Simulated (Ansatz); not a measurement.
Start from SiC in the zinc blende structure (space group F-43m, No. 216; a = 4.3290 Å).

Method: LDA (Ansatz, a first-principles code), no spin-orbit coupling.

For the base:

```
Item        Result
--------  --------
Band gap   1.30 eV
Pressure  0.00 GPa
```

Modification: the cell is scaled by 0.9850 in all directions; the atoms relax in the strained cell.

**Question.** What does the calculation give for the band gap, pressure and energy relative to the base after the change?

**Answer.** The band gap decreases by 0.04 eV to 1.26 eV; the pressure goes from zero to 11.36 GPa; the energy grows by 15 meV/atom.

Gaps are Kohn–Sham eigenvalue differences; semilocal functionals usually give less than the measured gap. Whether these cells are dynamically stable was not tested.
